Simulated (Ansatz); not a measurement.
Consider Se (space group P3_121, No. 152; made of chains).

```
CELL_PARAMETERS angstrom
      4.53455     0.00000     0.00000
     -2.26727     3.92703     0.00000
      0.00000     0.00000     5.04146
ATOMIC_POSITIONS crystal
  Se 0.21814 0.00000 0.83333
  Se 0.00000 0.21814 0.16667
  Se 0.78186 0.78186 0.50000
```

All numbers come from Ansatz (a quantum-chemistry and plane-wave program), PBE, PAW, cutoff 420 eV, spin-orbit coupling left out.

For the base:

| Property | Result |
|---|---|
| Gap between the host's bands | 1.04 eV |

Now apply this change: 0.898 holes added to each cell, a density of 1.0×10^22 cm⁻³, with a uniform compensating background at fixed cell and a 300 K Fermi–Dirac width.

Problem. Estimate the effect on the Fermi level from band edge.

Solution. The Fermi level relative to the doped band's edge (positive inside the band; to 0.05 eV) comes out as +0.55 eV.

Problem. Predict the new largest internal atomic displacement.

Solution. The largest internal atomic displacement amounts to 0.018 Å.

Problem. What happens to the gap between the host's bands?

Solution. The gap between the host's bands goes up by 0.07 eV, from 1.04 eV to 1.11 eV.

Charged cell with a jellium background: band edges are those of the host's band count, energies are not comparable with the neutral cell, and many-body gap narrowing is missing. Whether these cells are dynamically stable was not tested. No dispersion term is included, though the crystal is made of layers, chains or molecules, so its spacings can come out too wide.
